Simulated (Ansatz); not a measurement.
# Response to strain in hypothetical fluorite PdCl2

Consider PdCl₂ in the fluorite structure (space group Fm-3m, No. 225; a = 6.321 Å; ferromagnetic; a hypothetical phase, not in the database extracts checked; relaxed with 0.1 eV smearing). Axes: x, y, z lie along the cube axes.

Strains are applied to the cell and any free atomic positions relax; under biaxial strain the out-of-plane vector relaxes too.

Method: PBE/PAW in Ansatz (a program for electronic structure), no spin-orbit coupling.

Notes on the quantities. energy relative to the base: free energy F; pressure: mean of the normal stresses, compression positive.

```tsv
change	energy relative to the base	shortest interatomic distance	pressure
base	0 meV/atom	2.737 Å	0.0 GPa
biaxial strain −2.42 %, plane normal [001], relaxed out of plane	+10 meV/atom	2.705 Å	2.3 GPa
biaxial strain +3.71 %, plane normal [001], relaxed out of plane	+21 meV/atom	2.792 Å	-2.7 GPa
isotropic strain −0.80 %	+2.2 meV/atom	2.715 Å	1.4 GPa
isotropic strain +1.12 %	+3.9 meV/atom	2.768 Å	-1.7 GPa
isotropic strain +3.02 %	+26 meV/atom	2.820 Å	-3.9 GPa
isotropic strain +3.25 %	+30 meV/atom	2.826 Å	-4.2 GPa
uniaxial strain ε_yy = −4.22 %	+15 meV/atom	2.699 Å	2.7 GPa
uniaxial strain ε_zz = −3.02 %	+7.3 meV/atom	2.710 Å	1.9 GPa
uniaxial strain ε_zz = +1.83 %	+2.4 meV/atom	2.754 Å	-0.9 GPa
```

Other magnetic orders, which the real material may have, were not ruled out. Stability against distortions was not tested. No Hubbard U is applied, and correlation can decide whether such a compound is a metal.
